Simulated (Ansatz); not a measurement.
The parent structure is WSe2 in the 2H-MoS2 type structure (space group P6_3/mmc, No. 194; a = 3.230 Å, c = 12.411 Å; layered, stacked along the Cartesian z axis). Axes: x lies along a and z along c of the hexagonal cell.

The change: biaxial strain +1.02 %, plane normal [001], relaxed out of plane (Cartesian); in-plane vectors clamped, the third vector and the atoms free.

Levels (all Ansatz, a program for electronic structure, PAW, earlier PAW set): PBEsol-D3(BJ) (420 eV, no SOC); r2SCAN (500 eV, no spin-orbit coupling); HSE06 (420 eV, scalar-relativistic without spin-orbit coupling); PBEsol+SOC (420 eV, with spin-orbit coupling).

One geometry, relaxed with PBEsol-D3(BJ), under each level:

The valence-band top lists the three highest levels at Γ (Kramers pairs under SOC), from the VBM.

| level | band gap | lowest conduction level above the VBM at special points | valence-band top at Γ | hole mass |
|---|---|---|---|---|
| PBEsol-D3(BJ) | 0.67 eV | K 1.21 eV; H 1.21 eV; M 2.02 eV; L 2.05 eV | 0.00, -0.73, -1.39 eV | 1.7 mₑ out of plane, 0.53 mₑ in plane (at Γ) |
| r2SCAN | 0.82 eV | K 1.31 eV; H 1.31 eV; M 2.14 eV; L 2.17 eV | – | – |
| HSE06 | 1.13 eV | K 1.64 eV; H 1.65 eV; M 2.62 eV; Γ 3.10 eV | – | – |
| PBEsol+SOC | 0.60 eV | K 1.03 eV; H 1.10 eV; M 1.87 eV; L 1.90 eV | 0.00, -0.81, -1.32 eV | 1.5 mₑ out of plane, 0.51 mₑ in plane (at Γ) |

Single points use the geometry relaxed with PBEsol-D3(BJ). HSE06 was sampled on its mesh, a few special points and the semilocal edge points, so its gap is an upper bound. Differences between runs with and without spin-orbit coupling are approximate. Spin-orbit coupling, missing from the scalar runs, can matter with W. Effective masses come from finite differences of ±0.01 Å⁻¹. No phonon test of stability was made.
